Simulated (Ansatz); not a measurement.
Reference: NaF (Fm-3m), r2SCAN, rigid bands (plane waves, PAW, scalar-relativistic; Ansatz, a program for electronic structure); geometry: cell and atoms relaxed with PBEsol.

```
NaF
1.0
    0.00000     2.31443     2.31443
    2.31443     0.00000     2.31443
    2.31443     2.31443     0.00000
Na F
1 1
Cartesian
  0.00000   0.00000   0.00000
  2.31443   2.31443   2.31443
```

The band gap comes out as 7.15 eV and the electron conductivity mass is 0.58 mₑ. The hole conductivity mass is 6.8 mₑ. The Seebeck coefficient, n-type 1e19 cm⁻³ is -229 μV/K.

**Question.** Swap Na for Li, keeping the structure type. How do these values move?

**Answer.** LiF (Fm-3m): volume per atom 12.4 to 8.0 Å³; band gap rises (7.15 eV to 10.20 eV); electron conductivity mass rises (0.58 mₑ to 0.89 mₑ); hole conductivity mass falls (6.8 mₑ to 3.6 mₑ); Seebeck coefficient, n-type 1e19 cm⁻³ rises in size (-229 μV/K to -282 μV/K).

**Question.** Replace F by Cl on the same sites and relax. What happens?

**Answer.** NaCl (Fm-3m): volume per atom 12.4 to 22.0 Å³; band gap falls (7.15 eV to 5.98 eV); electron conductivity mass falls (0.58 mₑ to 0.41 mₑ); hole conductivity mass falls (6.8 mₑ to 3.1 mₑ); Seebeck coefficient, n-type 1e19 cm⁻³ falls in size (-229 μV/K to -190 μV/K).

**Question.** Replace F by H on the same sites and relax. What happens?

**Answer.** NaH (Fm-3m): volume per atom 12.4 to 13.8 Å³; band gap falls (7.15 eV to 4.40 eV); electron conductivity mass falls (0.58 mₑ to 0.48 mₑ); hole conductivity mass falls (6.8 mₑ to 1.58 mₑ); Seebeck coefficient, n-type 1e19 cm⁻³ rises in size (-229 μV/K to -352 μV/K).

Moves up to 5 % count as about the same. Masses are for dilute carriers at 300 K, harmonic means over directions unless an axis is named. Seebeck coefficients are for the stated density at 300 K, with one relaxation time for all states and whether or not that doping can be reached. Spin-orbit coupling is left out.
